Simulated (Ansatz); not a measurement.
L1₂ (Cu3Au-type) Ni3Si, treated with PBE-D3(BJ) (PAW; Ansatz, an electronic-structure program).

Settings: plane-wave cutoff 520 eV, 18×18×18 k mesh, Fermi–Dirac smearing 0.021 eV (set by the program), no spin polarisation, scalar-relativistic PAW data made under PBE.

Computed at the level's own relaxed cell.

Hill averages of the elastic tensor: K = 235.2 GPa, G = 117.5 GPa. Volume 10.405 Å³/atom, mean atomic mass 51.041 u.

Problem. Work out the density, the sound velocities of a polycrystal and the elastic Debye temperature, and Pugh's ratio at this level.

Solution. ρ = 1.66054 × 51.041/10.405 = 8.146 g/cm³. v_l = √[(K + 4G/3)/ρ] = 6.936 km/s and v_t = √(G/ρ) = 3.798 km/s. The mean follows from 3/v_m³ = 1/v_l³ + 2/v_t³: v_m = 4.235 km/s. Θ_D = (ħ/k_B) v_m (6π²/V)^(1/3) = 76.38 K Å s/km × 4.235 × 1.7854 Å⁻¹ = 578 K, counting all atoms of the cell. K/G = 2.00, to be set beside Pugh's rough bound of 1.75 between brittle and ductile metals.

Note: the dispersion coefficients are held fixed in the derivatives.
